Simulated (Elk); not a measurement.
## A series of runs on NdN (Fm-3m, 2 atoms in the cell)

```cif
data_NNd
_chemical_formula_sum 'Nd1 N1'
_space_group_name_H-M_alt 'P 1'
_space_group_IT_number 1
_cell_length_a 3.64637
_cell_length_b 3.64637
_cell_length_c 3.64637
_cell_angle_alpha 60.000
_cell_angle_beta 60.000
_cell_angle_gamma 60.000
loop_
_space_group_symop_operation_xyz
  'x, y, z'
loop_
_atom_site_label
_atom_site_type_symbol
_atom_site_fract_x
_atom_site_fract_y
_atom_site_fract_z
_atom_site_occupancy
Nd1 Nd 0.50000 0.50000 0.50000 1
N1 N 0.00000 0.00000 0.00000 1
```
Moments meant for the start (each program seeds them in its own way; μB, in the order of the atoms Nd N): 3.0 0.0.

Base run A: Elk 10.2.4 with PBEsol, all-electron FP-LAPW, Elk's shipped species files, LAPW+lo basis, self-consistent single point.

Its settings: xctype = 22; spinpol = true; rgkmax = 7.5; stype = 0; swidth = 0.00734986 Ha; ngridk = 9 9 9; reducebf = 0.7; gmaxvr = 14 1/bohr; nxoapwlo = 1; rmtscf = 0.99; nempty = 12 per atom; bfcmt = [[0.0, 0.0, -1.5], [0.0, 0.0, 0.0]].

The starting cell comes from a database of computed structures (which also holds hypothetical and non-ambient phases and stackings), without a prior relaxation at this level. With one magnetic atom in the cell only a parallel order is possible. With U or open f shells several self-consistent states can exist. The f electrons are in the valence without U or exact exchange, which can misplace them near the Fermi level. Spin-orbit terms, which matter for f shells, are left out. Values depend on the basis (sphere radii, cutoffs, local orbitals), which need not be converged.

ΔE is the total energy (no entropy term) per atom less that of run A. 

In an all-electron method the total energy should not depend on the sphere radii; what changes here is the error of basis and core treatment.

Run A gave: size of the net moment (μB/atom) 1.50; basis size 182.

Runs:
- B: rmtscf, rmtall = 0.95, default
- C: rmtscf, rmtall = 0.9, default
- D: rmtscf, rmtall = 0.85, default
- E: rmtscf, rmtall = 0.8, default
- F: rmtscf, rmtall = 0.7, default
- G: rmtscf, rmtall = default, 1.8 bohr
- H: rmtscf, rmtall = default, 2 bohr
- I: rmtscf, rmtall = default, default

Question: What does run B change against A?

Answer: The total energy goes up by 16.7 meV/atom and the size of the net moment stays at 1.50 μB/atom.

Question: What does run I change against A?

Answer: The total energy falls by 4.2 meV/atom and the size of the net moment stays at 1.50 μB/atom.

Question: What does run H change against A?

Answer: The total energy rises by 302 meV/atom and the size of the net moment stays at 1.50 μB/atom.

```csv
run,ΔE (meV/atom),size of the net moment (μB/atom),basis size
A,0.00,1.50,182
B,16.7,1.50,201
C,34.4,1.50,226
D,53.1,1.50,261
E,69.7,1.50,307
F,88.7,1.50,443
G,504.4,1.50,327
H,301.9,1.50,245
I,-4.2,1.50,176
```

Left out of this page: 1 run of the series unsound by tests on forces, stress, charge or solver warnings.
